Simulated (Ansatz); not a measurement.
Consider WSe2 in the 2H-MoS2 type structure (space group P6_3/mmc, No. 194; layered, stacked along the Cartesian z axis).

```
CELL_PARAMETERS angstrom
      3.23056     0.00000     0.00000
     -1.61528     2.79774     0.00000
      0.00000     0.00000    12.41193
ATOMIC_POSITIONS crystal
  W  0.33333 0.66667 0.25000
  W  0.66667 0.33333 0.75000
  Se 0.33333 0.66667 0.61456
  Se 0.66667 0.33333 0.11456
  Se 0.66667 0.33333 0.38544
  Se 0.33333 0.66667 0.88544
```

The values are results of Ansatz (an electronic-structure program) PBEsol-D3(BJ), spin-orbit coupling left out, not measurements.

Before the change:

The lattice parameter a is 3.231 Å.

Now apply this change: every W is replaced by Ta, then cell and atoms are relaxed.

### Question
How does this affect the lattice parameter a?

### Answer
The lattice parameter a grows by 0.140 Å (3.231 Å → 3.371 Å).

No phonon test of stability was made. All final runs are without spin polarisation.
